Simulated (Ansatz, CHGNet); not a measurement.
**Si (diamond structure), cut as (100) film, 18 layers, dimers on {100} faces where they fit, ended by OH**

The machine-learned potential CHGNet 0.3.0 relaxed the atoms in the cell cut from the PBE crystal; PBE (Ansatz, a program for electronic structure, plane waves, PAW) relaxed them on. Scalar-relativistic, no spin-orbit coupling.

### Question
How far does the machine-learned geometry lie from the PBE one?

### Answer
The atoms moved by 0.286 Å root mean square and 1.055 Å at most. On the PBE geometry, where PBE's forces have fallen to 0.001 eV/Å root mean square, CHGNet's differ from them by 0.096 eV/Å.
